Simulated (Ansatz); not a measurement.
## A computed series for BaO: point defects

The reference is a 16-atom supercell of BaO in the rock salt structure (space group Fm-3m, No. 225; a = 5.573 Å) at its relaxed geometry.

One neutral defect a cell, atoms relaxed at fixed cell.

The values are results of PBE, PAW, 420 eV (Ansatz, a program for electronic structure; spin-orbit coupling left out), not measurements.

```csv
change,pressure,largest displacement of a host atom from its site in the perfect cell
perfect supercell,0.0 GPa,–
Ba on a O site (antisite),4.1 GPa,0.20 Å
O vacancy,0.3 GPa,0.07 Å
S on a O site,4.7 GPa,0.13 Å
"Be on a Ba site, symmetric start",-4.3 GPa,0.07 Å
```

The magnetic state is the one reached from the starting moments; the real material's order can differ, and small cells can't hold many antiferromagnetic ones. The cell is small, so the values are those of an ordered compound at a high defect concentration; dilute-limit values will differ. A case with no gap was solved on a k-mesh chosen for an insulator, which is coarse for it. Defects with a symmetric start kept the site's symmetry and may sit on a saddle; the others started slightly shaken. Starting moments died away, wholly or in part, for Ba on a O site (antisite), S on a O site and Be on a Ba site; another magnetic solution may exist.
